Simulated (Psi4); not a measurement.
Psi4 1.11, B3LYP/def2-svp, scf_type pk: Zn(Cl)2 ([Cl][Zn][Cl]), 3 atoms. The geometry is a generated start, not checked to be a minimum at this level.

```yaml
task: energy
method: b3lyp
basis: def2-svp
memory: 7 GB
e_convergence: 1e-08
d_convergence: 1e-07
guess: auto, which took SAD (default)
diis_max_vecs: 10 (default)
scf_initial_accelerator: adiis (default)
dft_radial_points: 75 (default)
dft_spherical_points: 302 (default)
basis_functions: 67
grid_points: 64606
```

```xyz
3

Zn     0.0807    -0.0635     0.0726
Cl     1.4880     0.4047    -1.4771
Cl    -1.5687    -0.3412     1.4045
```
Charge 0, spin multiplicity 1.

The reference run uses exact four-centre integrals (scf_type = pk). Single runs; times are not shown.

Settings tried, all else as in the reference:
- scf_type = dfdirj+cosx, cosx_radial_points_final = 75, cosx_spherical_points_final = 302
- scf_type = cd, cholesky_tolerance = 1e-06
- scf_type = cd, cholesky_tolerance = 0.001
- scf_type = dfdirj+cosx, cosx_radial_points_final = 50, cosx_spherical_points_final = 194
- scf_type = dfdirj+link
- scf_type = dfdirj+snlink
- scf_type = cd, cholesky_tolerance = 0.0001 (default)
- scf_type = cd, cholesky_tolerance = 1e-05
- scf_type = dfdirj+cosx
- scf_type = mem_df
- scf_type = dfdirj+cosx, cosx_radial_points_final = 25, cosx_spherical_points_final = 50

Problem. Which of these stay within 0.10 meV/atom in energy of the reference run?

Solution. Within it: scf_type = cd, cholesky_tolerance = 1e-06. Outside: scf_type = mem_df; scf_type = cd, cholesky_tolerance = 1e-05; scf_type = dfdirj+link; scf_type = dfdirj+snlink; scf_type = cd, cholesky_tolerance = 0.0001 (default); scf_type = cd, cholesky_tolerance = 0.001; scf_type = dfdirj+cosx, cosx_radial_points_final = 25, cosx_spherical_points_final = 50; scf_type = dfdirj+cosx; scf_type = dfdirj+cosx, cosx_radial_points_final = 50, cosx_spherical_points_final = 194; scf_type = dfdirj+cosx, cosx_radial_points_final = 75, cosx_spherical_points_final = 302.

```json
[
 {"setting": "scf_type = cd, cholesky_tolerance = 1e-06", "energy against the reference": "−0.010 meV/atom"},
 {"setting": "scf_type = mem_df", "energy against the reference": "−0.21 meV/atom"},
 {"setting": "scf_type = cd, cholesky_tolerance = 1e-05", "energy against the reference": "−0.56 meV/atom"},
 {"setting": "scf_type = dfdirj+link", "energy against the reference": "−0.66 meV/atom"},
 {"setting": "scf_type = dfdirj+snlink", "energy against the reference": "−0.68 meV/atom"},
 {"setting": "scf_type = cd, cholesky_tolerance = 0.0001 (default)", "energy against the reference": "−0.84 meV/atom"},
 {"setting": "scf_type = cd, cholesky_tolerance = 0.001", "energy against the reference": "−20 meV/atom"},
 {"setting": "scf_type = dfdirj+cosx, cosx_radial_points_final = 25, cosx_spherical_points_final = 50", "energy against the reference": "+20 meV/atom"},
 {"setting": "scf_type = dfdirj+cosx", "energy against the reference": "+26 meV/atom"},
 {"setting": "scf_type = dfdirj+cosx, cosx_radial_points_final = 50, cosx_spherical_points_final = 194", "energy against the reference": "+33 meV/atom"},
 {"setting": "scf_type = dfdirj+cosx, cosx_radial_points_final = 75, cosx_spherical_points_final = 302", "energy against the reference": "+33 meV/atom"}
]
```

Total energies are compared; such shifts often cancel in part in energy differences. The DFDIRJ builders fit J, which adds its shift to that of exchange. Psi4 runs the final COSX grid once, on the density of the start grid. No test of the SCF solution's stability was run. Also tried and not ranked: scf_type = direct (same energy as a listed run); scf_type = cd, cholesky_tolerance = 0.01 (possibly another state). The tolerance is a choice made for this comparison.
